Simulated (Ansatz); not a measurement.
**Re, response to strain**

Start from Re in the hcp (Mg type) structure (space group P6_3/mmc, No. 194; a = 2.752 Å, c = 4.440 Å; relaxed with 0.1 eV smearing). Axes: x lies along a and z along c of the hexagonal cell.

Strains are applied to the cell and any free atomic positions relax.

The values are results of PBEsol, PAW, 420 eV (Ansatz, a quantum-chemistry and plane-wave program; no spin-orbit coupling), not measurements.

Notes on the quantities. energy relative to the base: free energy F; pressure: mean of the normal stresses, compression positive.

```
case                            volume per atom  energy relative to the base   pressure
------------------------------  ---------------  ---------------------------  ---------
base                                   14.56 Å³                   0 meV/atom    0.0 GPa
uniaxial strain ε_xx = −3.00 %         14.12 Å³                 +29 meV/atom   13.0 GPa
uniaxial strain ε_xx = −2.50 %         14.20 Å³                 +20 meV/atom   10.6 GPa
uniaxial strain ε_xx = −1.50 %         14.34 Å³                +6.9 meV/atom    6.2 GPa
uniaxial strain ε_xx = −1.00 %         14.41 Å³                +3.0 meV/atom    4.0 GPa
uniaxial strain ε_xx = +0.50 %         14.63 Å³                +0.7 meV/atom   -1.9 GPa
uniaxial strain ε_xx = +1.50 %         14.78 Å³                          [?]        [?]
uniaxial strain ε_xx = +2.00 %         14.85 Å³                 +11 meV/atom   -7.3 GPa
uniaxial strain ε_xx = +2.50 %         14.92 Å³                 +17 meV/atom   -8.9 GPa
uniaxial strain ε_xx = +3.00 %         15.00 Å³                 +24 meV/atom  -10.6 GPa
```

**Question.** Some entries are withheld; estimate them.

**Answer.** 
- uniaxial strain ε_xx = +1.50 %, energy relative to the base: +6.2 meV/atom
- uniaxial strain ε_xx = +1.50 %, pressure: -5.6 GPa

Whether these cells are dynamically stable was not tested. All final runs are without spin polarisation.
